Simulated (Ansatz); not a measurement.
## Pressure series in hypothetical rock salt FeGe

Take FeGe in the rock salt structure (space group Fm-3m, No. 225; a = 5.022 Å; ferromagnetic; a hypothetical phase, not in the database extracts checked) as the base.

Cell and atoms are relaxed at each pressure.

Calculations: r2SCAN/PAW in Ansatz (a program for electronic structure), scalar-relativistic without spin-orbit coupling.

Notes on the quantities. enthalpy: H = E + PV relative to the base's energy.

| variant | enthalpy | volume per atom | largest site moment |
|---|---|---|---|
| base | – | 15.83 Å³ | 2.97 μB |
| pressure −2 GPa | -0.20 eV/atom | 16.21 Å³ | 3.02 μB |
| pressure −1 GPa | -0.10 eV/atom | 16.01 Å³ | 3.00 μB |
| pressure 1.8 GPa | +0.18 eV/atom | 15.52 Å³ | 2.92 μB |
| pressure 4.2 GPa | +0.41 eV/atom | 15.12 Å³ | 2.84 μB |
| pressure 9 GPa | +0.85 eV/atom | 14.47 Å³ | 2.70 μB |
| pressure 18 GPa | +1.63 eV/atom | ? | ? |
| pressure 30 GPa | +2.61 eV/atom | 12.52 Å³ | 2.04 μB |
| pressure 45 GPa | +3.72 eV/atom | 11.53 Å³ | 1.37 μB |
| pressure 60 GPa | +4.77 eV/atom | 11.00 Å³ | 1.24 μB |

Problem. What belongs in the blanks?

Solution. 
- pressure 18 GPa, volume per atom: 13.53 Å³
- pressure 18 GPa, largest site moment: 2.46 μB

Other magnetic orders, which the real material may have, were not ruled out. Load acts through the strain it causes; cell and atoms are relaxed under it. Whether these cells are dynamically stable was not tested. Competing high-pressure phases were not computed.
